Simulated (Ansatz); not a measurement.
Start from CaCd₂P₂ (space group P-3m1, No. 164; a = 4.2468 Å, c = 6.9293 Å).

The values are results of PBEsol, PAW, 420 eV (Ansatz, a quantum-chemistry and plane-wave program; no spin-orbit coupling), not measurements.

One change was made to it. Results:

The band gap rises by 0.23 eV (0.88 eV → 1.11 eV); the width of the top valence band grows by 0.354 eV, from 2.13 eV to 2.49 eV; the volume per atom shrinks by 3.332 Å³, from 21.65 Å³ to 18.31 Å³; the valence-band top at Γ (three highest levels, from the VBM) becomes 0.00, 0.00, -0.25 eV (base: 0.00, 0.00, -0.11 eV).

**Question.** Name the change that was made.
(A) pressure 30 GPa
(B) pressure 3 GPa
(C) pressure 7 GPa
(D) pressure 15 GPa

**Answer.** D, pressure 15 GPa. For comparison, the valence-band top at Γ in the other runs: pressure 3 GPa gives 0.00, 0.00, -0.13 eV; pressure 30 GPa gives 0.00, 0.00, -0.42 eV; pressure 7 GPa gives 0.00, 0.00, -0.17 eV.

Load acts through the strain it causes; cell and atoms are relaxed under it. Stability against distortions was not tested. Competing high-pressure phases were not computed.
